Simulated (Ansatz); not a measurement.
Seebeck coefficient (μV/K, mean over directions) of n-type Li3OCl (Pm-3m) against carrier density, PBEsol, rigid bands (Ansatz, an electronic-structure program). Computed gap 4.75 eV; densities at which minority carriers matter at this gap, or further valleys turn the trend, are left out. Conductivity mass 0.47 mₑ (harmonic mean over directions), N_c = 2.8e19 cm⁻³ at 300 K.

```csv
electron density,300 K,500 K
1e16 cm⁻³,-901,-970
1e17 cm⁻³,-702,-771
1e18 cm⁻³,(withheld),-573
3e18 cm⁻³,-410,-479
1e19 cm⁻³,-308,(withheld)
3e19 cm⁻³,-219,-284
1e20 cm⁻³,-132,(withheld)
3e20 cm⁻³,-74,-117
1e21 cm⁻³,-40,-65
```

### Question
Some entries are withheld; supply them.

### Answer

- 1e18 cm⁻³, 300 K: -504
- 1e19 cm⁻³, 500 K: -376
- 1e20 cm⁻³, 500 K: -189

Rigid bands with a gap fixed in temperature, one relaxation time for all states, no polarons or phonon drag, and whether or not such doping can be reached. Spin-orbit coupling is left out.

Computed structure with no diffraction record at hand here (it may be known, metastable or hypothetical): Li3OCl (Pm-3m).
